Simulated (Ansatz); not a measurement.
Al2Cu under a change: Cu → Ga

Start from Al2Cu (space group I4/mcm, No. 140; a = 6.006 Å, c = 4.790 Å).

Perturbation: Ga takes the place of Cu on all its sites, then cell and atoms are relaxed.

Calculations: Ansatz (a quantum-chemistry and plane-wave program), r2SCAN, PAW, cutoff 500 eV, scalar-relativistic without spin-orbit coupling. Γ-centred 12×12×12 mesh, Fermi–Dirac width 0.05 eV.

```json
[
 {"quantity": "volume per atom", "base": "14.40 Å³", "changed": "17.21 Å³", "shift": "+2.815 Å³"},
 {"quantity": "density", "base": "4.52 g/cm³", "changed": "3.98 g/cm³", "shift": "-0.54 g/cm³"},
 {"quantity": "lattice parameter a", "base": "6.006 Å", "changed": "6.217 Å", "shift": "+0.211 Å"},
 {"quantity": "c/a ratio", "base": "0.798", "changed": "0.860", "shift": "+0.062"},
 {"quantity": "space group", "base": "I4/mcm (No. 140)", "changed": "I4/mcm (No. 140)", "shift": "–"},
 {"quantity": "shortest interatomic distance", "base": "2.395 Å", "changed": "2.649 Å", "shift": "+0.254 Å"},
 {"quantity": "band gap", "base": "zero", "changed": "zero", "shift": "–"}
]
```

Cost of the whole job for the changed cell (relaxation, final SCF and bands): about 7 core-minutes (a rough figure).

No phonon test of stability was made. As relaxed here, Al2Ga is a hypothetical phase, not in the database extracts checked. The final runs are not spin-polarised.
